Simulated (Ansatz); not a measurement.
Consider SnO2 in the rutile structure (space group P4_2/mnm, No. 136).

```yaml
crystal:
  lattice:
    - [4.82757, 0.00000, 0.00000]
    - [0.00000, 4.82757, 0.00000]
    - [0.00000, 0.00000, 3.23813]
  atoms:
    - { symbol: Sn, position: [0.00000, 0.00000, 0.00000] }
    - { symbol: Sn, position: [0.50000, 0.50000, 0.50000] }
    - { symbol: O, position: [0.30658, 0.30658, 0.00000] }
    - { symbol: O, position: [0.80658, 0.19342, 0.50000] }
    - { symbol: O, position: [0.19342, 0.80658, 0.50000] }
    - { symbol: O, position: [0.69342, 0.69342, 0.00000] }
```

Cartesian axes are those of the cell as printed.

Calculations: PBE in Ansatz (plane waves to 420 eV, PAW, no SOC).

One thing is altered: an isotropic linear strain of +1.80 %; the atoms relax in the strained cell.

Question: Predict the stress tensor and what it implies for the stiffness.

Answer: Stress of the strained cell less that of the base (GPa, compression positive):
```
  -7.30    0.00    0.00
   0.00   -7.30    0.00
   0.00    0.00   -9.99
```

Then B = −ΔP/(ΔV/V₀) with ΔV/V₀ = 0.0550 gives secant stiffness values (nonlinear terms included at this strain): B (at held cell shape, above the free-shape value) ≈ 149 GPa.

As a check, the harmonic strain energy −½ V₀ Δσ:ε is 17 meV/atom; the computed energy rise is 19 meV/atom.

Whether these cells are dynamically stable was not tested.

Ansatz is a first-principles code.
